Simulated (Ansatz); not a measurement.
Results of r²SCAN in Ansatz (plane waves, PAW) for L1₂ (Cu3Au-type) Al₃Sc.

Settings: plane-wave cutoff 560 eV, 14×14×14 k mesh, Fermi–Dirac smearing 0.05 eV, scalar-relativistic PAW data made under PBE.

Pressure at four volumes; x = ln(V/17.056 Å³). One pressure is withheld.

```tsv
V (Å³/atom)	x	P (GPa)
16.033	-0.0619	6.59
17.056	0.0000	0.01
17.738	0.0392	-3.40
18.079	0.0582	?
```

Question: Pass a parabola P(x) through the three rows shown, estimate the bulk modulus and its pressure derivative near zero pressure, and predict the withheld pressure.

Answer: Slopes between the rows: (0.01 − (6.59))/(0.0000 − (-0.0619)) = -106.30 and (-3.40 − (0.01))/(0.0392 − (0.0000)) = -86.99 GPa. Their difference over the span 0.1011 is c = 19.31/0.1011 = 191.0 GPa, so P(x) = 6.59 + (-106.30)(x − (-0.0619)) + 191.0 (x − (-0.0619))(x − (0.0000)). At the middle row B = −dP/dx = −[-106.30 + 191.0 × 0.0619] = 94.5 GPa, and B′ = dB/dP = 2c/B = 4.0. At x = 0.0582 the parabola gives -4.84 GPa; the run gives -4.86 GPa. The Birch–Murnaghan fit to the energies at all volumes has B0 = 94.0 GPa and B′ = 4.0.

Measured, for comparison: bulk modulus 91.5 ± 1 GPa (298 K, not corrected to a static lattice, polycrystal; as tabulated in A Combined Experimental and First-Principles Based Assessment of …). Computed less measured: bulk modulus +2.7 %. A static lattice is as a rule a little smaller and stiffer than an uncorrected measurement, which can account for part of this in the bulk modulus.

Ansatz is a program for electronic structure.
